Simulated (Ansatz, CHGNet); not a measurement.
For Ge3N4 (P6₃/m, No. 176; cell taken from a computed entry), the machine-learned potential CHGNet 0.3.0 (trained on PBE and PBE+U data) gives:

- equilibrium lattice constant a: 8.104 Å
- c axis length: 3.141 Å

Question: What does PBE (Ansatz, a program for electronic structure, PAW) give for the same quantities?

Answer: 
- lattice constant a: 8.130 Å (grows by 0.3 %)
- lattice parameter c: 3.114 Å (drops by 0.9 %)

Changes are worked out from the printed values.

Unless a cell is named, each level is at its own relaxed cell (CHGNet 0.3.0 12.76, PBE 12.73 Å³/atom).

Caveats: the relaxation could not lower the start's symmetry, so the cell can be a saddle point above a distorted one (CHGNet 0.3.0, PBE). Ansatz's density-functional and Hartree–Fock values are scalar-relativistic unless marked +SOC, with PAW data made under PBE.
